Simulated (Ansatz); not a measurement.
For CdSe (model structure, started from the BeO type, P4₂/mnm, No. 136, 8 atoms in the cell), LDA (Ansatz, an electronic-structure program, plane waves, PAW) gives:

- lattice constant a: 7.311 Å
- lattice parameter c: 4.272 Å
- bulk modulus: 51.4 GPa
- cohesive energy: 3.02 eV/atom
- band gap: 0.57 eV

Task: What does r²SCAN (Ansatz, PAW) give for the same quantities?

Result: 
- lattice constant a: 7.448 Å (rises by 1.9 %)
- lattice parameter c: 4.372 Å (rises by 2.3 %)
- bulk modulus: 45.5 GPa (decreases by 11 %)
- cohesive energy: 2.52 eV/atom (drops by 0.50 eV/atom)
- band gap: 1.22 eV (grows by 0.65 eV)

Changes are worked out from the printed values.

Unless a cell is named, each level is at its own relaxed cell (LDA 28.54, r²SCAN 30.32 Å³/atom).

Levels without +SOC have no spin–orbit coupling; where heavier elements are present it shifts gaps, mostly down, and can invert bands. Density-functional gaps are differences of (generalised) Kohn–Sham levels.

Caveats: the bulk modulus is −V dP/dV from two relaxed cells at ±2 % in volume (LDA, r²SCAN). Ansatz's density-functional and Hartree–Fock values are scalar-relativistic unless marked +SOC, with PAW data made under PBE.

A model structure was made by putting elements into a prototype or built by hand; it is no filed structure, need not be a known phase, and can be a saddle point held by its symmetry.
